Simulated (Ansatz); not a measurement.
Ga2O3 (model structure, started from the Bi2Te3 type, R-3m, No. 166, 5 atoms in the cell) was calculated with PBEsol in Ansatz (plane waves, PAW).

Numerical settings: plane-wave cutoff 520 eV, 14×14×14 k mesh, Fermi–Dirac smearing 0.01 eV, scalar-relativistic PAW data made under PBE.

Cell (relaxed at this level):

```
Ga2O3
1.0
    1.49410     0.86262     7.60292
   -1.49410     0.86262     7.60292
    0.00000    -1.72524     7.60292
Ga O
2 3
Direct
  0.39451   0.39451   0.39451
  0.60549   0.60549   0.60549
  0.00000   0.00000   0.00000
  0.23983   0.23983   0.23983
  0.76017   0.76017   0.76017
```

Give the computed band gap and smallest direct gap on the k points sampled.


band gap: 2.84 eV (indirect)
smallest direct gap on the k points sampled: 2.89 eV

Note: the relaxation could raise the start's symmetry but not lower it, so the cell can be a saddle point; the cell has widely spaced layers and the level no dispersion term, so their spacing and the moduli can rest on weak binding.

Spin–orbit coupling is not included.

Computed values are for the static lattice.

The result took very roughly 24 core-seconds.

A model structure was made by putting elements into a prototype or built by hand; it is no filed structure, need not be a known phase, and can be a saddle point held by its symmetry.

Ansatz is a program for electronic structure.
